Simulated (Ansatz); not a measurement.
Take Ru in the hcp (Mg type) structure (space group P6_3/mmc, No. 194) as the base.

```
Ru
1.0
    2.69188     0.00000     0.00000
   -1.34594     2.33123     0.00000
    0.00000     0.00000     4.24566
Ru
2
Direct
  0.33333   0.66667   0.75000
  0.66667   0.33333   0.25000
```

Cartesian axes are those of the cell as printed.

Level of theory: Kohn–Sham DFT with the PBEsol functional, run in Ansatz (a program for electronic structure) with PAW and 420 eV plane waves, spin-orbit coupling left out.

Before the change:

The pressure is 0.0 GPa.

Now apply this change: the cell is compressed by 1.04 % along y with no lateral relaxation; the atoms relax in the strained cell.

What happens to the pressure?

The pressure (mean of the normal stresses, compression positive) goes from zero to 3.7 GPa.

Predict the new energy relative to the base.

The energy rises by 2.9 meV/atom.

Without a gap, meshes like the base's 20×20×11 leave anisotropic stresses uncertain by several tenths of a GPa, and small strain energies with them. No phonon test of stability was made. The final runs are not spin-polarised.
